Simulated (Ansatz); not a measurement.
Consider these faces of fcc Ag, relaxed from ideal cuts in 1x1 cells: (100), (110), (111).

The numbers are results of PBE (plane waves to 420 eV, PAW; Ansatz, a quantum-chemistry and plane-wave program), not measurements.

Problem. Put the candidates in order of surface energy, lowest first, for PBE.

Solution. (111) (0.72 J/m²), (100) (0.82 J/m²), (110) (0.89 J/m²)
